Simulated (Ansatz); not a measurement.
The starting structures come from a database of crystals and need not be the phases stable at ambient conditions.

The decay constant κ of evanescent states in the gap governs leakage through a thin film.

Data:

```
Na2S
1.0
    4.29268     0.00000     0.00000
    0.00000     8.31111     0.00000
    0.00000     0.00000     7.06397
Na S
8 4
Direct
  0.75000   0.92706   0.64498
  0.25000   0.07294   0.35502
  0.25000   0.42706   0.85502
  0.75000   0.57294   0.14498
  0.25000   0.83204   0.97897
  0.75000   0.16796   0.02103
  0.75000   0.33204   0.52103
  0.25000   0.66796   0.47897
  0.75000   0.88766   0.25311
  0.25000   0.11234   0.74689
  0.25000   0.38766   0.24689
  0.75000   0.61234   0.75311
```

Space group of this cell: Pnma. The cell is taken as given.

Transport runs along the normal of the first two printed cell vectors.

The gap is the functional's own. No spin-orbit coupling. Mid-gap values are interpolated on the energy grid.

**Question.** Give the band gap and the smallest decay constant κ at mid-gap that Ansatz (a first-principles code) with r2SCAN yields.

**Answer.** Gap 2.92 eV on a 8×4×4 mesh; κ = 0.235 1/Å, at the zone centre.
